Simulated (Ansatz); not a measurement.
# Point defects in SiC

Start from a 16-atom supercell of SiC in the zinc blende structure (space group F-43m, No. 216; a = 4.380 Å) at its relaxed geometry.

One neutral defect a cell, atoms relaxed at fixed cell.

Method: PBE (Ansatz, an electronic-structure program; PAW; 420 eV plane waves; spin-orbit coupling left out).

```csv
change,pressure,largest displacement of a host atom from its site in the perfect cell
perfect supercell,0.0 GPa,–
"Si interstitial (started 1.79 Å from the nearest host atom), symmetric start",14.4 GPa,0.14 Å
"Si vacancy, symmetric start",1.3 GPa,0.17 Å
C on a Si site (antisite),[?],0.14 Å
"Al on a Si site, symmetric start",4.4 GPa,0.07 Å
```

Question: Complete the table.

Answer: 
- C on a Si site (antisite), pressure: -11.2 GPa

The magnetic state is the one reached from the starting moments; the real material's order can differ, and small cells can't hold many antiferromagnetic ones. In so small a cell the defect repeats every few ångströms: this is an ordered compound, not a dilute defect. The mesh was chosen for an insulator and is coarse for the gapless case. Defects with a symmetric start kept the site's symmetry and may sit on a saddle; the others started slightly shaken. Seeded moments were not kept for Si interstitial (started 1.79 Å from the nearest host atom), C on a Si site (antisite) and Al on a Si site.
